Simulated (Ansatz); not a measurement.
## Input and output of a self-consistent single point for LaNiGe₃ (I4mm, 5 atoms in the cell) (Ansatz)

Level of theory: LDA (PW92), default PAW files made with PBE (plane waves; Ansatz, a quantum-chemistry and plane-wave program).

Input:

Ansatz 0.2 input:
```yaml
# LaNiGe3
crystal:
  lattice:
    - [-2.194427, 2.194427, 4.826527]
    - [2.194427, -2.194427, 4.826527]
    - [2.194427, 2.194427, -4.826527]
  atoms:
    - { symbol: La, position_ang: [-0.000000, 0.000000, 5.570584] }
    - { symbol: Ni, position_ang: [0.000000, -0.000000, 2.259683] }
    - { symbol: Ge, position_ang: [0.000000, 2.194427, 3.184832] }
    - { symbol: Ge, position_ang: [2.194427, 0.000000, 3.184832] }
    - { symbol: Ge, position_ang: [0.000000, -0.000000, 9.565790] }
basis:
  ecutwfc: 420.0
kpoints:
  mp_grid:
    grid: [8, 8, 8]
hamiltonian:
  xc: lda
  pseudopotentials:
    kind: paw
scf:
  occupations:
    method: gaussian
    width: 0.1
output:
  forces: true
  eigenvalues: true
  stress: true
```

The program printed (abridged):

```
WARN ansatz: RAYON_NUM_THREADS=1 ignored (pool sized by the plan → 1); use --threads N
Pseudopotentials: kind: paw
Pseudopotential: La, paw, valence charge 11
Pseudopotential: Ni, paw, valence charge 18
Pseudopotential: Ge, paw, valence charge 14
Crystal: 5 atoms, lattice volume = 92.969 Å³
Basis set: ecut = 420 eV, 1841 PW (Γ)
Bands: 43, of which v1, the nominal top of the filled ones, is band 36 counted from 1 (35 counted from 0)
Symmetry: 8 space group operations
Space group: I4mm (ITA 107), of the structure as read, at distance tolerance 4.5e-5 Å
k-points: 59 of 512 (time reversal used)
PAW frozen core: La, regenerated for the run's functional, and the local potential with it
PAW frozen core: Ni, regenerated for the run's functional, and the local potential with it
PAW frozen core: Ge, regenerated for the run's functional, and the local potential with it
Initial density: superposition of atomic densities (neutral atoms: chi_scale 0, normalization atom), corrected by the library's trained network
Initial wavefunctions: pseudopotential atomic-orbital guess
Eigensolver: davidson
Functional: x = slater, c = lda
SCF iter   1: F=—  HF=-24500.157830 eV  |F-HF|=—  |Δ(HF+E_count)|=         —  Δρ=1.05e-2  dr2=6.18e-2  ethr=1.77e-3  ⟨swp⟩=5.8  Hψ=8408  notcnv=0
all-band conjugate gradients solve this SCF's bands
preconditioner: auto → Kerker (q_TF=auto, 2.608 Å⁻¹)
SCF iter   2: F=—  HF=-24500.146959 eV  |F-HF|=—  |Δ(HF+E_count)|=   1.09e-2  Δρ=3.73e-3  dr2=1.30e-2  ethr=8.71e-5  ⟨swp⟩=2.0  Hψ=5387  notcnv=0  defer=128
SCF iter   3: F=—  HF=-24500.143274 eV  |F-HF|=—  |Δ(HF+E_count)|=   3.69e-3  Δρ=1.71e-3  dr2=2.77e-3  ethr=1.84e-5  ⟨swp⟩=2.0  Hψ=3379  notcnv=0  defer=128
SCF iter   4: F=—  HF=-24500.142355 eV  |F-HF|=—  |Δ(HF+E_count)|=   9.19e-4  Δρ=3.51e-4  dr2=1.15e-4  ethr=3.91e-6  ⟨swp⟩=2.0  Hψ=4415  notcnv=0  defer=128
SCF iter   5: F=—  HF=-24500.142330 eV  |F-HF|=—  |Δ(HF+E_count)|=   2.53e-5  Δρ=1.80e-4  dr2=2.48e-5  ethr=1.62e-7  ⟨swp⟩=2.0  Hψ=4354  notcnv=0  defer=128
SCF iter   6: F=—  HF=-24500.142302 eV  |F-HF|=—  |Δ(HF+E_count)|=   2.79e-5  Δρ=4.53e-5  dr2=2.70e-6  ethr=3.49e-8  ⟨swp⟩=2.0  Hψ=4271  notcnv=0  defer=128
SCF iter   7: F=—  HF=-24500.142302 eV  |F-HF|=—  |Δ(HF+E_count)|=   3.49e-7  Δρ=1.45e-5  dr2=2.95e-7  ethr=3.81e-9  ⟨swp⟩=2.0  Hψ=4308  notcnv=0  defer=128
SCF iter   8: F=-24500.142301 eV  HF=-24500.142301 eV  |F-HF|=2.84e-8  |Δ(HF+E_count)|=   6.53e-8  Δρ=4.82e-6  dr2=2.33e-8  ethr=1.41e-10  ⟨swp⟩=10.2  Hψ=11483  notcnv=0
SCF 1 converged in 8 iterations: F = -24500.142301 eV  dr2 = 2.33e-8
SCF converged after 8 iterations
Free energy (F): -24500.142301 eV
Harris-Foulkes:  -24500.142301 eV  (|F-HF|=2.84e-8)
Internal energy: -24500.136569 eV  (E = F + TS)
E sigma→0 (E₀):  -24500.139435 eV
Entropy (-TS):   -0.005732 eV (-1.146 meV/atom)
Fermi energy:    13.321010 eV
--- Per-component energies (eV) ---
  E_band       = -647.786642
  E_kinetic    = 815.961093
  E_local      = -11790.078422  (includes V_loc(G=0)·N_el)
  E_nonlocal   = 2002.242867
  E_hartree    = 5161.929031
  E_xc         = -452.072909
  E_vxc        = -456.839919  (∫ρ·V_xc dr)
  E_paw        = -12630.940937  (= ΣΔE_a)
  E_vpaw       = -1542.925912  (= ΣTr[D̂ρ^β])
  E_aug_tail   = 0.001296  (compensation charges beyond the density's cutoff)
  E_ewald      = -7613.660405
  E_core_change = 6.481815  (= ΣΔE_core)
  E_smearing   = -0.005732  (= −TS)
  E_closure    = 0.000000  (closes the sum)
  Σ components = -24500.142301   (vs F -24500.142301, Δ=0.00e0)
--- Forces (eV/Å), atoms counted from 1 ---
  atom   1  La     0.00000000     0.00000000    -0.28641987
  atom   2  Ni    -0.00000000     0.00000000     0.03420096
  atom   3  Ge    -0.00000000    -0.00000000     0.05375399
  atom   4  Ge     0.00000000    -0.00000000     0.05375399
  atom   5  Ge    -0.00000000     0.00000000     0.14469241
  max |Σ_I F_I| component: 1.85e-5 eV/Å
--- Stress (GPa, compression-positive) ---
       -4.202822      -0.000000      -0.000000
       -0.000000      -4.202822       0.000000
       -0.000000       0.000000      -4.708729
  P = ⅓ Tr σ = -4.3715 GPa (-43.715 kbar)
  The stress holds the Pulay correction. Without it, at fixed plane waves, as pw.x and ABINIT print it: P = -4.4072 GPa
--- Band table (eV; the first three rows and the last of 59) ---
  k-point 0: bands = ["-89.3997", "-50.2498", "-50.2498", "-50.2092", "-19.4438", "-11.4042", "-11.3974", "-11.3881", "-11.3881", "-11.3590", "-11.3055", "-11.3039", "-11.2831", "-11.2754", "-11.2715", "-11.2715", "-11.2504", "-11.2296", "-11.2296", [...]
  k-point 1: bands = ["-89.3997", "-50.2498", "-50.2498", "-50.2092", "-19.4402", "-11.4080", "-11.3896", "-11.3893", "-11.3779", "-11.3636", "-11.3030", "-11.2988", "-11.2923", "-11.2844", "-11.2702", "-11.2664", "-11.2532", "-11.2301", "-11.2288", [...]
  k-point 2: bands = ["-89.3997", "-50.2499", "-50.2499", "-50.2092", "-19.4316", "-11.4088", "-11.3926", "-11.3755", "-11.3690", "-11.3635", "-11.3074", "-11.3068", "-11.2963", "-11.2858", "-11.2671", "-11.2620", "-11.2557", "-11.2331", "-11.2306", [...]
  k-point 58: bands = ["-89.3997", "-50.2498", "-50.2498", "-50.2092", "-19.4417", "-11.4044", "-11.3967", "-11.3899", "-11.3899", "-11.3581", "-11.3068", "-11.3034", "-11.2838", "-11.2754", "-11.2712", "-11.2712", "-11.2498", "-11.2270", [...]
```

The run converged in 8 iterations.

The starting cell comes from a database of computed structures (which also holds hypothetical and non-ambient phases and stackings), without a prior relaxation at this level. Its lattice was rescaled by up to half a per cent. One atom was moved a little off its site on purpose. Spin polarisation is off. With a pressure of about -4 GPa the cell is away from its equilibrium volume at this level. Ansatz's pressure includes its estimate of the finite-basis (Pulay) stress.
